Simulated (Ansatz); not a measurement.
Reference: KF (Fm-3m), PBEsol, rigid bands (plane waves, PAW, scalar-relativistic; Ansatz, a quantum-chemistry and plane-wave program); axes and stresses refer to this cell.

```xyz
2
Lattice="0.0000 2.6533 2.6533 2.6533 0.0000 2.6533 2.6533 2.6533 0.0000" Properties=species:S:1:pos:R:3 pbc="T T T"
K      0.0000     0.0000     0.0000
F      2.6533     2.6533     2.6533
```

The Seebeck coefficient, n-type 1e19 cm⁻³ is -223 μV/K. The hole conductivity mass is 5.0 mₑ and the band gap is 6.15 eV.

**Question.** Change: functional r2SCAN on the same cell. What happens to Seebeck coefficient, n-type 1e19 cm⁻³, hole conductivity mass, band gap?

**Answer.** Seebeck coefficient, n-type 1e19 cm⁻³ moves little, to -224 μV/K; hole conductivity mass grows to 5.4 mₑ; band gap rises to 6.95 eV.

Masses are for dilute carriers at 300 K, harmonic means over directions unless an axis is named. Seebeck coefficients are for the stated density at 300 K, with one relaxation time for all states and whether or not that doping can be reached. Spin-orbit coupling is left out unless a row names it.
